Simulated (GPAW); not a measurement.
**GPAW run on InSe (P6_3/mmc, 8 atoms in the cell): self-consistent single point**

Computed with PBE, GPAW PAW datasets PBE (gpaw-data 1.0.1) (plane waves; GPAW).

Input as run:

```python
from ase import Atoms
from ase.units import GPa
from gpaw import GPAW, PW

atoms = Atoms(['In', 'In', 'In', 'In', 'Se', 'Se', 'Se', 'Se'],
              cell=[[4.006971, 0.000000, 0.000000],
                    [-2.003486, 3.470139, 0.000000],
                    [0.000000, 0.000000, 17.278555]],
              scaled_positions=[[0.333333, 0.666667, 0.330300],
                                [0.666667, 0.333333, 0.669700],
                                [0.666667, 0.333333, 0.830300],
                                [0.333333, 0.666667, 0.169700],
                                [0.333333, 0.666667, 0.597320],
                                [0.666667, 0.333333, 0.402680],
                                [0.666667, 0.333333, 0.097320],
                                [0.333333, 0.666667, 0.902680]],
              pbc=True)

calc = GPAW(mode=PW(600),
            xc='PBE',
            kpts={'size': (4, 4, 1), 'gamma': True},
            occupations={'name': 'methfessel-paxton', 'width': 0.02, 'order': 0},
            nbands=-4,
            convergence={'density': 1e-05, 'energy': 1e-05, 'bands': -2},
            symmetry={'symmorphic': False, 'tolerance': 0.0005},
            maxiter=150,
            txt='-')

atoms.calc = calc

energy = atoms.get_potential_energy()
print('Energy (eV):', round(energy, 6))
forces = atoms.get_forces()
print('Forces (eV/Ang):')
print(forces.round(5))
stress = atoms.get_stress()
print('Stress (GPa, Voigt):', (stress / GPa).round(4))
```

The program printed (abridged):

```
Input parameters:
  convergence: {bands: -2,
                density: 1e-05,
                energy: 1e-05}
  kpts: {gamma: True,
         size: (4, 4, 1)}
  maxiter: 150
  mode: {ecut: 600.0,
         name: pw}
  nbands: -4
  occupations: {name: methfessel-paxton,
                order: 0,
                width: 0.02}
  symmetry: {symmorphic: False,
             tolerance: 0.0005}
  xc: PBE

species:
  In:
    name: Indium
    Z: 49.0
    valence: 13
    core: 36
    charge: 0.0
    file: In.PBE.gz

    # Using partial waves for In as LCAO basis

  Se:
    name: Selenium
    Z: 34.0
    valence: 6
    core: 28
    charge: 0.0
    file: Se.PBE.gz

    # Using partial waves for Se as LCAO basis

Reference energy: -904315.807163  # eV

Spin-paired calculation

Convergence criteria:
 Maximum [total energy] change in last 3 cyles: 1e-05 eV / valence electron
 Maximum integral of absolute [dens]ity change: 1e-05 electrons / valence electron
 Maximum integral of absolute [eigenst]ate change: 4e-08 eV^2 / valence electron
 Maximum number of scf [iter]ations: 150

Symmetries present (total): 24
Symmetries with fractional translations: 12
16 k-points: 4 x 4 x 1 Monkhorst-Pack grid + [1/8,1/8,0.000000]
4 k-points in the irreducible part of the Brillouin zone
       k-points in crystal coordinates                weights
   0:     0.00000000    0.00000000    0.00000000          1/16
   1:     0.25000000    0.00000000    0.00000000          6/16
   2:     0.50000000    0.25000000    0.00000000          6/16
   3:     0.50000000    0.50000000    0.00000000          3/16

Wave functions: Plane wave expansion
  Cutoff energy: 600.000 eV
  Number of coefficients (min, max): 7893, 8046
  Pulay-stress correction: 0.000000 eV/Ang^3 (de/decut=0.000000)

Occupation numbers: Methfessel-Paxton:
  width: 0.0200  # eV
  order: 0

Eigensolver

Densities:
  Coarse grid: 24*24*98 grid
  Fine grid: 48*48*196 grid
  Total Charge: 0.000000

Density mixing:
  Method: separate
  Backend: pulay
  Linear mixing parameter: 0.05
  old densities: 5
  Damping of long wavelength oscillations: 50

Hamiltonian:
  XC and Coulomb potentials evaluated on a 48*48*196 grid
  External potential:
    NoExternalPotential

XC parameters: PBE with 2 nearest neighbor stencil

Number of atoms: 8
Number of atomic orbitals: 52
Number of bands in calculation: 42
Number of valence electrons: 76
Bands to converge: 40

Density initialized from atomic densities
  42 bands from LCAO basis set

Atomic positions and initial magnetic moments

Positions:
   0 In    -0.000002    2.313427    5.707107    ( 0.0000,  0.0000,  0.0000)
   1 In     2.003487    1.156712   11.571448    ( 0.0000,  0.0000,  0.0000)
   2 In     2.003487    1.156712   14.346384    ( 0.0000,  0.0000,  0.0000)
   3 In    -0.000002    2.313427    2.932171    ( 0.0000,  0.0000,  0.0000)
   4 Se    -0.000002    2.313427   10.320826    ( 0.0000,  0.0000,  0.0000)
   5 Se     2.003487    1.156712    6.957729    ( 0.0000,  0.0000,  0.0000)
   6 Se     2.003487    1.156712    1.681549    ( 0.0000,  0.0000,  0.0000)
   7 Se    -0.000002    2.313427   15.597006    ( 0.0000,  0.0000,  0.0000)

Unit cell:
           periodic     x           y           z      points  spacing
  1. axis:    yes    4.006971    0.000000    0.000000    24     0.1446
  2. axis:    yes   -2.003486    3.470139    0.000000    24     0.1446
  3. axis:    yes    0.000000    0.000000   17.278555    98     0.1763

  Lengths:   4.006971   4.006972  17.278555
  Angles:   90.000000  90.000000 120.000004

Effective grid spacing dv^(1/3) = 0.1621

     iter     time        total  log10-change:
                         energy   eigst   dens
iter:   1 --:--:--   -29.755634   -0.05
iter:   2 --:--:--   -29.588336   -1.18  -1.21
iter:   3 --:--:--   -29.141934   -1.49  -1.25
iter:   4 --:--:--   -29.133465   -2.18  -1.48
iter:   5 --:--:--   -29.125799   -1.34  -1.61
iter:   6 --:--:--   -29.073941   -2.95  -1.93
iter:   7 --:--:--   -29.050681   -2.45  -2.18
iter:   8 --:--:--   -29.053345   -3.25  -2.64
iter:   9 --:--:--   -29.051806   -2.84  -2.62
iter:  10 --:--:--   -29.048271   -3.65  -2.60
iter:  11 --:--:--   -29.048239   -4.57  -3.25
iter:  12 --:--:--   -29.048266c  -5.49  -3.42
iter:  13 --:--:--   -29.048200c  -5.19  -3.39
iter:  14 --:--:--   -29.048247c  -5.30  -3.51
iter:  15 --:--:--   -29.048196c  -5.75  -3.55
iter:  16 --:--:--   -29.048196c  -6.01  -4.09
iter:  17 --:--:--   -29.048195c  -7.33  -4.23
iter:  18 --:--:--   -29.048195c  -7.10  -4.33
iter:  19 --:--:--   -29.048196c  -6.57  -4.40
iter:  20 --:--:--   -29.048195c  -6.19  -4.20
iter:  21 --:--:--   -29.048195c  -8.06c -4.50
iter:  22 --:--:--   -29.048194c  -7.09  -4.67
iter:  23 --:--:--   -29.048194c  -8.34c -4.90
iter:  24 --:--:--   -29.048194c  -9.24c -5.23c

Converged after 24 iterations.

Dipole moment: (0.000000, -0.000000, 0.000000) |e|*Ang

Energy contributions relative to reference atoms: (reference = -904315.807163)

Kinetic:        +94.233655
Potential:      -87.850405
External:        +0.000000
XC:             -35.933785
Entropy (-ST):   -0.000000
Local:           +0.502341
SIC:             +0.000000
--------------------------
Free energy:    -29.048194
Extrapolated:   -29.048194

Showing only first 2 kpts
 Kpt  Band  Eigenvalues  Occupancy
  0    36      3.25816    2.00000
  0    37      4.33459    2.00000
  0    38      4.92475    0.00000
  0    39      5.94004    0.00000

  1    36      3.47904    2.00000
  1    37      3.81317    2.00000
  1    38      6.42609    0.00000
  1    39      6.51262    0.00000

Fermi level: 4.46668

Gap: 0.590 eV
Transition (v -> c):
  (s=0, k=0, n=37, [0.00, 0.00, 0.00]) -> (s=0, k=0, n=38, [0.00, 0.00, 0.00])
No difference between direct/indirect transitions
Energy (eV): -29.048194

Forces in eV/Ang:
  0 In    0.00000    0.00000   -0.22849
  1 In    0.00000    0.00000    0.22849
  2 In    0.00000   -0.00000   -0.22849
  3 In    0.00000    0.00000    0.22849
  4 Se   -0.00000    0.00000   -0.37219
  5 Se    0.00000    0.00000    0.37219
  6 Se    0.00000    0.00000   -0.37219
  7 Se   -0.00000    0.00000    0.37219

Stress tensor:
    -0.019388    -0.000000     0.000000
    -0.000000    -0.019388     0.000000
     0.000000     0.000000    -0.016030
Stress (GPa, Voigt): [-3.1063 -3.1063 -2.5683  0.      0.     -0.    ]
```

The run converged in 24 iterations. GPAW prints stress with tension positive.

The starting cell comes from a database of computed structures (which also holds hypothetical and non-ambient phases and stackings), without a prior relaxation at this level. Its lattice was rescaled by a random factor within 2.5 % of one.

Cost on one core of a shared machine: roughly 90 s.
